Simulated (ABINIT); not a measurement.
Short convergence ladders for Cr (P-3m1, 2 atoms in the cell)

```
CELL_PARAMETERS angstrom
      2.43626     0.00000     0.00000
     -1.21813     2.10986     0.00000
      0.00000     0.00000     4.46821
ATOMIC_POSITIONS crystal
  Cr 0.33333 0.66667 0.26119
  Cr 0.66667 0.33333 0.75000
```

Base method: LDA (PW92), norm-conserving pseudopotentials (PseudoDojo nc-sr-04 LDA standard) (plane waves; ABINIT).

Base settings: pseudos = [Cr.upf]; ecut = 94 Ry; ixc = 7; occopt = 7; tsmear = 0.00367493 Ha; ngkpt = 5 5 3; nshiftk = 1; shiftk = 0 0 0; potentials = PseudoDojo nc-sr-04 LDA standard; nband = 19.

The count of work is k-points × plane waves × bands × iterations; it is no time. 

**The plane-wave cutoff**

The mesh stays at the base's, so the ladder's end is converged at best in this setting alone.

Only quantities that move along the ladder and can be compared are tabulated.

```tsv
ecut	free energy less the last step's (meV/atom)	pressure (GPa)	largest difference of a force vector from the last step's (eV/Å)	count of work / last
32 Ry	28688.22	-900.17	1.814	0.033
38 Ry	14837.51	-598.66	0.329	0.046
42 Ry	9633.45	-454.13	0.580	0.10
52 Ry	2709.43	-193.40	0.109	0.13
66 Ry	285.20	-39.93	0.075	0.19
84 Ry	4.76	-7.66	0.000	0.29
94 Ry	0.52	-6.73	0.000	0.34
112 Ry	0.20	-6.67	0.000	0.44
188 Ry	0.00	-6.67	0.000	1.0
```

Coarsest ecut that holds the pressure within 0.5 GPa of the last step, with all finer ones: 94 Ry, at 0.34 of the last step's count of work; the step before is off by 0.99 GPa.

Coarsest ecut that holds the forces within 0.005 eV/Å of the last step, with all finer ones: 84 Ry, at 0.29 of the last step's count of work; the step before is off by 0.075 eV/Å.

Coarsest ecut that holds the free energy within 2 meV/atom of the last step, with all finer ones: 94 Ry, at 0.34 of the last step's count of work; the step before is off by 4.8 meV/atom.

At the lowest cutoff the pressure lies 893 GPa under the last step's, the usual sign of Pulay stress in an incomplete plane-wave basis.

**The setting fft**

The mesh stays at the base's, so the ladder's end is converged at best in this setting alone.

Only quantities that move along the ladder and can be compared are tabulated.

```tsv
boxcutmin	largest difference of a force vector from the last step's (eV/Å)
1.2	0.033
1.5	0.001
1.8	0.000
2.5	0.000
```

Coarsest boxcutmin that holds the forces within 0.005 eV/Å of the last step, with all finer ones: 1.5; the step before is off by 0.033 eV/Å.

On the base run: the starting cell comes from a database of computed structures (which also holds hypothetical and non-ambient phases and stackings), without a prior relaxation at this level. Its lattice was rescaled by up to half a per cent. One atom was moved a little off its site on purpose. Spin polarisation is off. In the base run, with a pressure of about -7 GPa the cell is away from its equilibrium volume at this level. Without a gap this mesh is coarse (it stands for a supercell whose shortest vector is 12 Å).
